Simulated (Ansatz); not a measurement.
For RhGe₂ (model structure, started from the C49 type, Cmcm, No. 63, 6 atoms in the cell), PBE in Ansatz (PAW) gives:

```
Quantity                             Result
---------------------------  --------------
equilibrium volume per atom   16.04 Å³/atom
formation enthalpy           -0.093 eV/atom
```

### Question
What does PBE-D3(BJ) in Ansatz (plane waves, PAW) give for the same quantities?

### Answer

- equilibrium volume per atom: 15.42 Å³/atom (shrinks by 3.9 %)
- formation enthalpy: -0.155 eV/atom (moves by -0.062 eV/atom)

Changes are worked out from the printed values.

Unless a cell is named, each level is at its own relaxed cell (PBE 16.04, PBE-D3(BJ) 15.42 Å³/atom).

Ansatz's density-functional and Hartree–Fock values are scalar-relativistic unless marked +SOC, with PAW data made under PBE.

A model structure was made by putting elements into a prototype or built by hand; it is no filed structure, need not be a known phase, and can be a saddle point held by its symmetry.

Ansatz is an electronic-structure program.
